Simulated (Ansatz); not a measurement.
Start from PbS in the rock salt structure (space group Fm-3m, No. 225; a = 5.9028 Å).

Calculations: PBEsol/PAW in Ansatz (a program for electronic structure), no spin-orbit coupling, earlier PAW set.

Before the change:

The shortest interatomic distance comes out as 2.951 Å and the band gap is 0.20 eV. The density is 7.73 g/cm³.

Now apply this change: a hydrostatic pressure of 3 GPa.

### Question
Predict the new shortest interatomic distance, band gap and density.

### Answer
The shortest interatomic distance falls by 0.0447 Å to 2.907 Å; the band gap changes from 0.20 eV to zero; the density rises by 0.36 g/cm³, from 7.73 g/cm³ to 8.09 g/cm³.

Spin-orbit coupling, missing from the scalar runs, can matter with Pb. Load acts through the strain it causes; cell and atoms are relaxed under it. No phonon test of stability was made. All final runs are without spin polarisation. Gaps under 0.05 eV, about the width of the smearing, are given as zero. A zero or small gap of PbS can be the functional's error rather than a property of the material.
